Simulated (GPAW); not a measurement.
# Pressure against volume in zinc-blende GaAs (space group 216) (GPAW, LDA)

```xyz
2
Lattice="0.0000 2.7151 2.7151 2.7151 0.0000 2.7151 2.7151 2.7151 0.0000" Properties=species:S:1:pos:R:3 pbc="T T T"
Ga     0.0000     0.0000     0.0000
As     4.0727     4.0727     4.0727
```

Method: LDA (Perdew-Wang 92), GPAW PAW datasets LDA (gpaw-data 1.0.1) (plane waves; GPAW 25.7.0). Settings: mode = pw; ecut = 585 eV; xc = LDA; kpts = 10 10 10; mesh shift (steps) = 0 0 0; occupations.name = fermi-dirac; occupations.width = 0.01 eV; nbands = -6; convergence.density = 1e-05 e/electron; convergence.bands = -4; symmetry.symmorphic = false; symmetry.tolerance = 0.0005; maxiter = 100. The cell above is the first row's. The rows scale it uniformly. In all rows fractional positions and the k mesh are held.

| V (Å^3/atom) | P (GPa) |
|---|---|
| 20.016 | 10.76 |
| 20.451 | 8.22 |
| 20.886 | 5.96 |
| 21.321 | 3.93 |
| 21.756 | 2.11 |
| 22.191 | 0.49 |
| 22.626 | -0.97 |
| 23.062 | -2.27 |
| 23.497 | ? |

The 8 complete rows are fitted with a cubic, P against V. With u = V - 21.5, the rows have u = -1.4840, -1.0490, -0.6140, -0.1790, 0.2560, 0.6910, 1.1260, 1.5620. Least squares gives P = 3.155 - 4.2138·u + 0.5448·u² - 0.04571·u³. Residuals (row less fit): 0.003, -0.008, 0.002, 0.003, -0.001, 0.002, -0.006, 0.002; standard error 0.005 (degrees of freedom: 4). The fitted pressure is zero at V0 = 22.33, where dP/dV = -3.402, so B0 = -V0·dP/dV = 76.0 GPa.

Task: What does the fit predict for P at V = 23.497, and how far is the calculated value from it?

Result: u = 1.9970, so P = 3.155 - 4.2138 × 1.9970 + 0.5448 × 1.9970² - 0.04571 × 1.9970³ = -3.451 GPa. The calculation gives -3.42 GPa, 0.031 GPa above the prediction (0.2 % of the range of P in the table). The row lies outside the fitted rows, so this is an extrapolation. From the scatter of the fitted rows alone, a prediction at this place has a standard error of 0.014 GPa, so the miss is 2.2 times that.

Carrying the step between the two nearest rows on in a straight line would have given -3.57, off by 0.15; series whose last step already gives the withheld value aren't shown. The scan was laid around a cell of about the measured size, scaled by a guess for this functional. The runs keep the symmetry of the cell, so they don't test it for distortions. Cutoffs and mesh are single choices, not tested for convergence of this quantity. Series with a scatter that would blur these digits, or in which a gap closes, are not shown.
